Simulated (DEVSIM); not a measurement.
Structure: abrupt CdTe p-n junction, at 300 K.

Layer 1 from the left is CdTe, thickness (μm) 0.160, Na (cm⁻³) 2.8e15, τn (s) 1.1e-8, τp (s) 1.1e-8. Layer 2 from the left is CdTe, thickness (μm) 10.0, Nd (cm⁻³) 1.4e16, τn (s) 1.1e-8, τp (s) 1.1e-8.

Left contact: ohmic. Right contact: ohmic. Voltage is applied to the left contact. Recombination: SRH at mid-gap, Auger. Mobility is μmin + (μ − μmin)/(1 + (N/Nref)^α).

The device is made up for the run: typed textbook-type constants, with dimensions and the other settings drawn at random. Values at 300 K.

CdTe: gap (eV) 1.5, affinity (eV) 4.28, permittivity 10.2, Nc (cm⁻³) 8e17, Nv (cm⁻³) 1.8e19, μn (cm²/Vs) 1000, μp (cm²/Vs) 80, μn,min 100, μp,min 10, Nref,n 1e17, Nref,p 1e17, αn 0.6, αp 0.6, Cn (cm⁶/s) 1e-30, Cp (cm⁶/s) 1e-30.

Simulated with DEVSIM: 1D drift-diffusion, Boltzmann statistics, complete ionisation; no tunnelling, impact ionisation, image-force lowering or self-heating.

### Question
What does the simulation give for the largest field in the device at zero bias, the dark forward voltage at 100 A/cm², the potential step across the device at zero bias?

### Answer
largest field in the device at zero bias 47000 V/cm; dark forward voltage at 100 A/cm² 1.115 V; potential step across the device at zero bias 1.169 V.
